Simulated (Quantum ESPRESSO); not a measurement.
Troubleshooting Quantum ESPRESSO: a failed run on Ag3Sb (Pmm2, 4 atoms in the cell). The aim is a self-consistent single point with DFT, PBEsol, plane waves, PSlibrary PAW (PBE) pseudopotentials.

Input as run:

```fortran
&CONTROL
   calculation = 'scf'
   outdir = './work'
   pseudo_dir = './'
   tprnfor = .true.
   tstress = .true.
/
&SYSTEM
   ibrav = 0
   nat = 4
   ntyp = 2
   ecutwfc = 50
   ecutrho = 300
   occupations = 'smearing'
   smearing = 'cold'
   degauss = 0.0073499
   input_dft = 'pbesol'
/
&ELECTRONS
   conv_thr = 1e-10
   mixing_beta = 0.4
/
ATOMIC_SPECIES
Ag   107.8682  Ag.pbe-n-kjpaw_psl.1.0.0.UPF
Sb   121.7600  Sb.pbe-n-kjpaw_psl.1.0.0.UPF
ATOMIC_POSITIONS {crystal}
Ag    0.5000000000    0.5000000000    0.8308900000
Ag    0.0000000000    0.5000000000    0.3491000000
Ag    0.5000000000    0.0000000000    0.4973000000
Sb    0.0000000000    0.0000000000    0.0027200000
K_POINTS {automatic}
8 6 5
CELL_PARAMETERS {angstrom}
   3.2593600000     0.0000000000     0.0000000000
   0.0000000000     4.8137400000     0.0000000000
   0.0000000000     0.0000000000     5.1677000000
```

Output (repeated stretches shortened):

```
     This program is part of the open-source Quantum ESPRESSO suite
     for quantum simulation of materials; please cite

 %%%%%%%%%%%%%%%%%%%%%%%%%%%%%%%%%%%%%%%%%%%%%%%%%%%%%%%%%%%%%%%%%%%%%%%%%%%%%%
     Error in routine card_kpoints (1):
      end of file while reading automatic k points
 %%%%%%%%%%%%%%%%%%%%%%%%%%%%%%%%%%%%%%%%%%%%%%%%%%%%%%%%%%%%%%%%%%%%%%%%%%%%%%

     stopping ...
```

Question: From the messages shown, name the fault and mend the input.

Answer: The fault is an automatic mesh without its three shifts. The card takes six integers. To fix it, add the shifts. The program stopped before any SCF iteration.

An input that runs soundly differs in these lines (not the only fix; some lines may just follow from the change or write a value another way):
```diff
-8 6 5
+8 6 5  0 0 0
```

With that input, the run converged in 12 iterations: free energy E − TS -18951.7434 eV; Fermi level (on the code's own zero) 10.53 eV; pressure -6.61 GPa; largest force (vector length) 0.064 eV/Å (DFT, PBEsol, plane waves, PSlibrary PAW (PBE) pseudopotentials).

On the sound input: the starting cell comes from a database of computed structures (which also holds hypothetical and non-ambient phases and stackings), without a prior relaxation at this level. With a pressure of about -7 GPa the cell is away from its equilibrium volume at this level. The run gives no clean gap (levels at the Fermi energy touch, overlap or are partly filled at this smearing), which alone does not show that the compound is a metal.
